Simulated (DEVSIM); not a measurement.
System: Ni/TiO2/p-In0.53Ga0.47As capacitor, at 300 K.

| layer (left to right) | material | thickness (nm) | Na (cm⁻³) |
|---|---|---|---|
| 1 | TiO2 | 9.10 | - |
| 2 | In0.53Ga0.47As | 4500 | 1.6e16 |

Metal gate on the left, work function 5.1 eV. Fixed charge at the semiconductor interface -1.4e11 cm⁻² (in units of +e); no interface traps.

Constants are typed, rounded textbook-type inputs, not results; the design itself was drawn at random and stands for no fabricated device. Values at 300 K.

| parameter | TiO2 | In0.53Ga0.47As |
|---|---|---|
| gap (eV) | 3.2 | 0.74 |
| affinity (eV) | 3.9 | 4.51 |
| permittivity | 60 | 13.9 |
| Nc (cm⁻³) | - | 2.1e17 |
| Nv (cm⁻³) | - | 7.7e18 |

DEVSIM, 1D Poisson equation in equilibrium, Boltzmann statistics, complete ionisation; no quantum confinement or tunnelling. Metal contacts follow the ideal Schottky-Mott rule: no Fermi-level pinning, no interface dipoles.

Base results: capacitance of the dielectric stack (μF/cm²) 5.84; threshold voltage (band bending 2φF) (V) 0.54; flat-band voltage (V) 0.01; minimum of the low-frequency capacitance (μF/cm²) 0.0641.

Problem. What follows from this one change: substrate doping 1.6e+16 → 3.2e+15 cm^-3?

Solution. capacitance of the dielectric stack little changed (5.84 μF/cm²); threshold voltage (band bending 2φF) 0.54 → 0.49 V; flat-band voltage 0.01 → 0.06 V; minimum of the low-frequency capacitance 0.0641 → 0.0324 μF/cm².

Problem. What follows from this one change: fixed charge -1.4e+11 → 7.96e+12 cm^-2?

Solution. capacitance of the dielectric stack little changed (5.84 μF/cm²); threshold voltage (band bending 2φF) 0.54 → 0.31 V; flat-band voltage 0.01 → -0.21 V; minimum of the low-frequency capacitance little changed (0.0649 μF/cm²).

Problem. What follows from this one change: TiO2 thickness 0.0091 → 0.0064 μm?

Solution. capacitance of the dielectric stack 5.84 → 8.30 μF/cm²; threshold voltage (band bending 2φF) little changed (0.53 V); flat-band voltage little changed (0.01 V); minimum of the low-frequency capacitance little changed (0.0644 μF/cm²).

Problem. What follows from this one change: interface trap density 0 → 3e+11 cm^-2 eV^-1?

Solution. capacitance of the dielectric stack little changed (5.84 μF/cm²); threshold voltage (band bending 2φF) little changed (0.54 V); flat-band voltage little changed (0.01 V); minimum of the low-frequency capacitance 0.0641 → 0.111 μF/cm².
